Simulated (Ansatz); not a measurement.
**Response to strain in TiO2**

Start from TiO2 in the anatase structure (space group I4_1/amd, No. 141; a = 3.7988 Å, c = 9.7007 Å). Axes: x, y, z lie along a, b, c of the conventional cell.

Strains are applied to the cell and any free atomic positions relax.

Level of theory: PBE (Ansatz, a first-principles code; PAW; 420 eV plane waves; no spin-orbit coupling).

Notes on the quantities. pressure: mean of the normal stresses, compression positive.

```csv
change,pressure,width of the top valence band,band gap,volume per atom,largest internal atomic displacement
base,0.00 GPa,0.84 eV,2.13 eV,11.67 Å³,–
uniaxial strain ε_zz = +0.60 %,-0.94 GPa,0.82 eV,2.14 eV,11.74 Å³,–
uniaxial strain ε_zz = +1.20 %,___,___,___,11.81 Å³,___
uniaxial strain ε_zz = +1.80 %,-2.77 GPa,0.77 eV,2.17 eV,11.88 Å³,0.020 Å
uniaxial strain ε_zz = +2.40 %,-3.66 GPa,0.74 eV,2.18 eV,11.95 Å³,0.026 Å
uniaxial strain ε_zz = +3.00 %,-4.54 GPa,0.72 eV,2.19 eV,12.02 Å³,0.032 Å
```

**Question.** Complete the table.

**Answer.** 
- uniaxial strain ε_zz = +1.20 %, pressure: -1.85 GPa
- uniaxial strain ε_zz = +1.20 %, width of the top valence band: 0.79 eV
- uniaxial strain ε_zz = +1.20 %, band gap: 2.15 eV
- uniaxial strain ε_zz = +1.20 %, largest internal atomic displacement: 0.014 Å

Whether these cells are dynamically stable was not tested. All final runs are without spin polarisation.
